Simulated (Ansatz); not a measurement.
## What Ru → Mo does to Ru

The reference is Ru in the hcp (Mg type) structure (space group P6_3/mmc, No. 194; a = 2.7058 Å, c = 4.2623 Å).

One thing is altered: full substitution Ru → Mo, then cell and atoms are relaxed.

All numbers come from r2SCAN in Ansatz (plane waves to 500 eV, PAW, spin-orbit coupling left out), earlier PAW set. Settings: 19×19×10 k-points, 0.05 eV Fermi–Dirac smearing, for the changed cell.

Volume per atom: 15.97 Å³ (base 13.51 Å³)
Density: 9.98 g/cm³ (base 12.42 g/cm³)
Lattice parameter a: 5.171 bohr (base 5.113 bohr)
c/a ratio: 1.799 (base 1.575)
Shortest interatomic distance: 5.171 bohr (base 4.993 bohr)
Band gap: zero (base zero)

Final structure:

```yaml
crystal:
  lattice:
    - [2.73659, 0.00000, 0.00000]
    - [-1.36830, 2.36996, 0.00000]
    - [0.00000, 0.00000, 4.92358]
  atoms:
    - { symbol: Mo, position: [0.33333, 0.66667, 0.75000] }
    - { symbol: Mo, position: [0.66667, 0.33333, 0.25000] }
```

Whether these cells are dynamically stable was not tested. For Mo in this form, whether it has been made was not checked. All final runs are without spin polarisation. This is not the structure that Mo has at room temperature and ambient pressure.

Ansatz is a quantum-chemistry and plane-wave program.
